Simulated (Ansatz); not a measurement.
A computed series for HgTe: pressure series

Base system: HgTe in the zinc blende structure (space group F-43m, No. 216; a = 6.510 Å).

Cell and atoms are relaxed at each pressure.

Level of theory: PBEsol/PAW in Ansatz (a quantum-chemistry and plane-wave program), without spin-orbit coupling.

```
pressure (GPa)  volume per atom (Å³/atom)
--------------  -------------------------
-2                                 36.443
-1                                 35.372
0                                  34.483
2.1                                32.983
4.5                                     ?
9                                  29.781
15                                 27.995
22.5                               26.369
30                                 25.131
```

Q: Fit the third-order Birch–Murnaghan form P(V) = (3B₀/2)[(V₀/V)^(7/3) − (V₀/V)^(5/3)]·[1 + (3/4)(B₀′ − 4)((V₀/V)^(2/3) − 1)] (squares taken in P) to the rows shown and predict the withheld row.

A: Least squares on the printed values gives V₀ = 34.491 Å³/atom, B₀ = 42.2 GPa, B₀′ = 5.1; this predicts 31.656 Å³/atom, and the run gives 31.642 Å³/atom, 0.014 lower.

Measured bulk modulus of HgTe: 42.3 GPa (temperature not stated; as listed in Cormac Toher et al., Physical Review Materials (2017)); the computed value is for a static lattice, so the two differ by thermal effects too.

A case with no gap was solved on a k-mesh chosen for an insulator, which is coarse for it. Load acts through the strain it causes; cell and atoms are relaxed under it. Whether these cells are dynamically stable was not tested. Tetrahedral semiconductors of this kind turn to denser phases somewhere between about 1 and 50 GPa; those were not computed, so compressed cells here can lie past the real transition. All final runs are without spin polarisation.
